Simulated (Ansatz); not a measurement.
## GaS (P6₃/mmc, No. 194, 8 atoms in the cell; start mp-556742)

Calculation: PBE0 in Ansatz (PAW).

Numerical settings: plane-wave cutoff 500 eV, 12×12×2 k mesh (along the axes of the cell as run), gaussian smearing 0.02 eV, scalar-relativistic PAW data made under PBE.

Cell (relaxed with PBEsol):

```xyz
8
Lattice="3.5683 0.0000 0.0000 -1.7842 3.0903 0.0000 0.0000 0.0000 16.1271" Properties=species:S:1:pos:R:3 pbc="T T T"
Ga     0.0000     0.0000     2.8133
Ga     0.0000     0.0000    13.3138
Ga     0.0000     0.0000    10.8769
Ga     0.0000     0.0000     5.2503
S      1.7842     1.0301     1.7268
S      0.0000     2.0602    14.4003
S      0.0000     2.0602     9.7904
S      1.7842     1.0301     6.3368
```

- band gap: 3.40 eV (on the SCF k mesh)

Note: cell and atoms aren't relaxed at this level (pressure 0.9 GPa); the cell has widely spaced layers and the level no dispersion term, so their spacing and the moduli can rest on weak binding.

Spin–orbit coupling is not included.

A start named mp-… is a Materials Project structure, which need not be a measured phase.

Ansatz is an electronic-structure program.
